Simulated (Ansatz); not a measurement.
```yaml
crystal:
  lattice:
    - [4.91656, 0.00000, 0.00000]
    - [-2.45828, 4.25787, 0.00000]
    - [0.00000, 0.00000, 5.43163]
  atoms:
    - { symbol: Si, position: [0.53120, 0.53120, 0.33333] }
    - { symbol: Si, position: [0.46880, 0.00000, 0.00000] }
    - { symbol: Si, position: [0.00000, 0.46880, 0.66667] }
    - { symbol: O, position: [0.26856, 0.41310, 0.54782] }
    - { symbol: O, position: [0.58690, 0.85546, 0.21449] }
    - { symbol: O, position: [0.14454, 0.73144, 0.88115] }
    - { symbol: O, position: [0.85546, 0.58690, 0.45218] }
    - { symbol: O, position: [0.73144, 0.14454, 0.78551] }
    - { symbol: O, position: [0.41310, 0.26856, 0.11885] }
```

Space group of this cell: P3_221. The cell is taken as given.

These are r2SCAN (plane waves, PAW; Ansatz, a first-principles code) values and carry that method's errors.

The current runs along the normal of the first two printed vectors; no spin-orbit coupling. Scaled by the factor s: the length along the current (ions clamped). Meshes 12×12×6 and 12×12 across the current in all rows.

```json
[
 {"s": "0.97", "mean pressure (GPa)": "6.7", "slowest mid-gap decay constant κ (1/Å)": "0.529"},
 {"s": "1.00", "mean pressure (GPa)": "0.1", "slowest mid-gap decay constant κ (1/Å)": "0.515"},
 {"s": "1.03", "mean pressure (GPa)": "-5.6", "slowest mid-gap decay constant κ (1/Å)": "?"}
]
```

Task: Take the slope of the slowest mid-gap decay constant κ against ln s from the two given rows, extrapolate to s = 1.03, and say what the run there gives.

Result: Slope = (0.529 − 0.515) / ln 0.97 = -0.460 1/Å. The line gives 0.515 + (-0.460) × ln 1.03 = 0.501 1/Å. The run gives 0.500 1/Å, 0.001 1/Å under the line, 10 % of the predicted step.
